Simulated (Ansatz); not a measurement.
The parent structure is AgI in the wurtzite structure (space group P6_3mc, No. 186).

```
CELL_PARAMETERS angstrom
      4.56021     0.00000     0.00000
     -2.28011     3.94926     0.00000
      0.00000     0.00000     7.45046
ATOMIC_POSITIONS crystal
  Ag 0.66667 0.33333 0.00017
  Ag 0.33333 0.66667 0.50017
  I  0.66667 0.33333 0.62503
  I  0.33333 0.66667 0.12503
```

Cartesian axes are those of the cell as printed.

Computed with DFT with PBEsol, PAW potentials and a 420 eV plane-wave cutoff in Ansatz (a quantum-chemistry and plane-wave program), scalar-relativistic without spin-orbit coupling.

Base values:

| Property | Result |
|---|---|
| Electron mass | 0.15 mₑ along c, 0.16 mₑ across (at Γ) |
| Valence-band top at Γ | 0.00, 0.00, -0.07 eV |
| Band gap | 1.23 eV |

One thing is altered: the cell is stretched by 5.88 % along z with no lateral relaxation; the atoms relax in the strained cell.

**Question.** Predict the new electron mass, valence-band top at Γ, band gap, energy relative to the base and stress.

**Answer.** The electron mass changes from 0.15 mₑ along c, 0.16 mₑ across (at Γ) to 0.14 mₑ along z, 0.17 mₑ across (at Γ); the valence-band top at Γ (three highest levels, from the VBM) goes from 0.00, 0.00, -0.07 eV to 0.00, 0.00, -0.14 eV; the band gap decreases by 0.05 eV to 1.18 eV; the energy grows by 17 meV/atom; the stress (xx, yy, zz, yz, xz, xy; compression positive) comes out as (-1.29, -1.29, -2.64, 0.00, 0.00, 0.00) GPa.

With I present, leaving out spin-orbit coupling can change the band edges. Masses are band curvatures over ±0.01 Å⁻¹ around the edge. No phonon test of stability was made.
